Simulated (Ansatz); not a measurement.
```
CELL_PARAMETERS angstrom
      5.05079     0.00025    -0.06588
      2.52561     4.37398     0.06594
     -0.94554    -1.27774    24.16179
ATOMIC_POSITIONS crystal
  C  0.90442 0.65399 0.05021
  C  0.39515 0.65553 0.04886
  C  0.90599 0.16102 0.04886
  C  0.41147 0.14471 0.04885
  C  0.23390 0.98343 0.02700
  C  0.74938 0.98217 0.02804
  C  0.23260 0.46977 0.02804
  C  0.72022 0.49891 0.02804
  C  0.58513 0.33470 0.13443
  C  0.08699 0.33457 0.13485
  C  0.58496 0.83316 0.13485
  C  0.08358 0.83658 0.13484
  C  0.91500 0.66459 0.11375
  C  0.41085 0.66523 0.11339
  C  0.91566 0.16791 0.11339
  C  0.41832 0.16043 0.11339
  C  0.26600 0.01570 0.22017
  C  0.76567 0.01568 0.22007
  C  0.26613 0.51600 0.22007
  C  0.76636 0.51527 0.22008
  C  0.59582 0.34541 0.19868
  C  0.09670 0.34528 0.19883
  C  0.59563 0.84475 0.19883
  C  0.09514 0.84632 0.19882
  C  0.94712 0.69643 0.30540
  C  0.44691 0.69676 0.30544
  C  0.94676 0.19641 0.30544
  C  0.44684 0.19665 0.30539
  C  0.27661 0.02641 0.28413
  C  0.77650 0.02634 0.28408
  C  0.27684 0.52649 0.28408
  C  0.77682 0.52613 0.28412
  C  0.62689 0.37815 0.39070
  C  0.12794 0.37658 0.39069
  C  0.62847 0.87765 0.39069
  C  0.12781 0.87746 0.39084
  C  0.95795 0.70692 0.36944
  C  0.45754 0.70762 0.36946
  C  0.95722 0.20715 0.36946
  C  0.45752 0.20728 0.36935
  C  0.31276 0.05499 0.47613
  C  0.80795 0.06247 0.47613
  C  0.30527 0.55767 0.47613
  C  0.80860 0.55832 0.47577
  C  0.63660 0.38973 0.45468
  C  0.13862 0.38632 0.45468
  C  0.64003 0.88835 0.45468
  C  0.13849 0.88819 0.45509
  C  0.97422 0.75314 0.56149
  C  0.49100 0.72397 0.56148
  C  0.00338 0.24074 0.56148
  C  0.48970 0.23947 0.56253
  C  0.32845 0.06187 0.54067
  C  0.81762 0.07820 0.54067
  C  0.31213 0.56736 0.54066
  C  0.81917 0.56892 0.53931
  W  0.17579 0.92543 0.67847
  W  0.50750 0.25704 0.66859
  W  0.84257 0.59224 0.67941
  C  0.07523 0.25232 0.62211
  C  0.50264 0.67077 0.62211
  C  0.92111 0.82504 0.62211
  W  0.19522 0.94488 0.79532
  W  0.52838 0.27805 0.79420
  W  0.86182 0.61144 0.79476
  C  0.19358 0.26694 0.73640
  C  0.51722 0.59499 0.73639
  C  0.84535 0.94331 0.73640
  W  0.21616 0.96582 0.92094
  W  0.54784 0.29747 0.91105
  W  0.88102 0.63070 0.91012
  C  0.20633 0.27969 0.85312
  C  0.52994 0.62792 0.85313
  C  0.87827 0.95604 0.85314
  C  0.22097 0.39794 0.96741
  C  0.64838 0.55199 0.96742
  C  0.80257 0.97061 0.96741
```

The first 56 atoms are the substrate (C-dia), the rest the film (WC).

Level of theory: PBE (plane waves to 420 eV, PAW; Ansatz, a first-principles code). No spin–orbit coupling; the runs are not spin-polarised. Its k-point mesh 6×6×1, Fermi–Dirac width 0.05 eV.

Task: Describe the bonding at the interfaces and give the barriers.

Result: A periodic stack without vacuum, hexagonal WC (0 0 1) on diamond (1 1 1) (film strained to the substrate, started from cuts of the bulks and a machine-learned relaxation; slabs C56 and W9C12, which can lie off the formulas): substrate slab C56, film W9C12, surface cells [[-2, 2], [-2, 0]] and [[2, 1], [1, 2]], film strained by -0.2 and -0.2 %, outermost planes C/C and C/C as cut, which need not be the usual terminations and can put a slab off its formula.
- interface area = 22.1 Å²
- period = 24.17 Å
- heights between the nearest atoms of the two slabs at the two interfaces = 1.44 and 1.44 Å
- C–C contacts across the interfaces within 1.22 times the sum of covalent radii = 6, mean 1.50 Å
- C–W contacts across the interfaces within 1.22 times the sum of covalent radii = 2, mean 2.56 Å
- hole barrier (PBE) = 0.24 eV
- electron barrier (PBE) = 3.89 eV
